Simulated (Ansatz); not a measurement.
# Several settings converged on ZnSnSb2 (Pmm2, 4 atoms in the cell)

```xyz
4
Lattice="4.4991 0.0000 0.0000 0.0000 4.4991 0.0000 0.0000 0.0000 6.2944" Properties=species:S:1:pos:R:3 pbc="T T T"
Zn     0.0000     0.0000     0.0500
Sn     2.2495     2.2495     3.1472
Sb     0.0000     2.2495     1.3999
Sb     2.2495     0.0000     4.8945
```

Base method: LDA (PW92), default PAW files made with PBE (plane waves; Ansatz, a first-principles code).

Base settings: basis.ecutwfc = 420 eV; kpoints.mp_grid.grid = 7 7 5; hamiltonian.xc = lda; hamiltonian.pseudopotentials = {kind: paw} (the program's default PAW files); scf.occupations.method = fermi_dirac; scf.occupations.width = 0.1 eV.

The count of work is k-points × plane waves × bands × iterations; it is no time. Core times come from one kind of shared machine, to one figure; runs under 30 s give none.

**Shifted k-point meshes**

In this ladder: kpoints.mp_grid.shift = 0.5 0.5 0.5.

Only quantities that move along the ladder and can be compared are tabulated.

```csv
kpoints.mp_grid.grid,free energy less the last step's (meV/atom),pressure (GPa),largest difference of a force vector from the last step's (eV/Å),count of work / last
1 1 1,-2088.55,-15.74,0.252,0.0016
2 2 2,-279.30,-4.46,0.034,0.0016
3 3 3,-64.88,-3.03,0.017,0.013
5 5 4,-6.92,-2.63,0.021,0.028
6 6 5,-2.81,-2.59,0.013,0.042
8 8 6,-0.35,-2.56,0.003,0.075
18 18 13,0.00,-2.56,0.000,1.0
```

Coarsest kpoints.mp_grid.grid that holds the pressure within 0.1 GPa of the last step, with all finer ones: 5 5 4, at 0.028 of the last step's count of work; the step before is off by 0.48 GPa.

Coarsest kpoints.mp_grid.grid that holds the forces within 0.01 eV/Å of the last step, with all finer ones: 8 8 6, at 0.075 of the last step's count of work; the step before is off by 0.013 eV/Å.

Coarsest kpoints.mp_grid.grid that holds the free energy within 5 meV/atom of the last step, with all finer ones: 6 6 5, at 0.042 of the last step's count of work; the step before is off by 6.9 meV/atom.

**The k-point mesh at a smearing width of 0.3 eV**

In this ladder: scf.occupations.width = 0.3 eV.

Only quantities that move along the ladder and can be compared are tabulated.

| kpoints.mp_grid.grid | free energy less the last step's (meV/atom) | pressure (GPa) | largest difference of a force vector from the last step's (eV/Å) | count of work / last | core time / last (rough) |
|---|---|---|---|---|---|
| 3 3 2 | 50.63 | -1.62 | 0.041 | 0.014 | – |
| 3 3 3 | 66.89 | -1.50 | 0.106 | 0.014 | – |
| 4 4 3 | 16.12 | -2.04 | 0.048 | 0.032 | – |
| 6 6 4 | 1.09 | -2.22 | 0.014 | 0.085 | – |
| 8 8 6 | 0.08 | -2.24 | 0.003 | 0.18 | 0.2 |
| 12 12 9 | 0.00 | -2.24 | 0.000 | 0.43 | 0.5 |
| 17 17 13 | 0.00 | -2.24 | 0.000 | 1.0 | 1 |

Coarsest kpoints.mp_grid.grid that holds the forces within 0.01 eV/Å of the last step, with all finer ones: 8 8 6, at 0.18 of the last step's count of work and about 0.2 of the last step's time; the step before is off by 0.014 eV/Å.

Coarsest kpoints.mp_grid.grid that holds the pressure within 0.5 GPa of the last step, with all finer ones: 4 4 3, at 0.032 of the last step's count of work; the step before is off by 0.74 GPa.

Coarsest kpoints.mp_grid.grid that holds the free energy within 1 meV/atom of the last step, with all finer ones: 8 8 6, at 0.18 of the last step's count of work and about 0.2 of the last step's time; the step before is off by 1.1 meV/atom.

**The mesh under tetrahedron occupations**

In this ladder: scf.occupations.method = tetrahedron; scf.occupations.width = default.

Only quantities that move along the ladder and can be compared are tabulated.

| kpoints.mp_grid.grid | free energy less the last step's (meV/atom) | pressure (GPa) | largest difference of a force vector from the last step's (eV/Å) | count of work / last |
|---|---|---|---|---|
| 3 3 2 | 63.01 | -1.88 | 0.146 | 0.012 |
| 4 4 3 | 23.88 | -2.40 | 0.067 | 0.029 |
| 5 5 4 | 8.89 | -2.54 | 0.030 | 0.044 |
| 7 7 5 | 1.58 | -2.60 | 0.013 | 0.085 |
| 11 11 8 | 0.12 | -2.60 | 0.003 | 0.32 |
| 17 17 12 | 0.00 | -2.59 | 0.000 | 1.0 |

Coarsest kpoints.mp_grid.grid that holds the pressure within 0.1 GPa of the last step, with all finer ones: 5 5 4, at 0.044 of the last step's count of work; the step before is off by 0.19 GPa.

Coarsest kpoints.mp_grid.grid that holds the forces within 0.01 eV/Å of the last step, with all finer ones: 11 11 8, at 0.32 of the last step's count of work; the step before is off by 0.013 eV/Å.

Coarsest kpoints.mp_grid.grid that holds the free energy within 0.5 meV/atom of the last step, with all finer ones: 11 11 8, at 0.32 of the last step's count of work; the step before is off by 1.6 meV/atom.

On the base run: the starting cell comes from a database of computed structures (which also holds hypothetical and non-ambient phases and stackings), without a prior relaxation at this level. Its lattice was rescaled by up to half a per cent. One atom was moved a little off its site on purpose. Ansatz's pressure includes its estimate of the finite-basis (Pulay) stress. The run gives no clean gap (levels at the Fermi energy touch, overlap or are partly filled at this smearing), which alone does not show that the compound is a metal.

Keys are those of Ansatz 0.2.
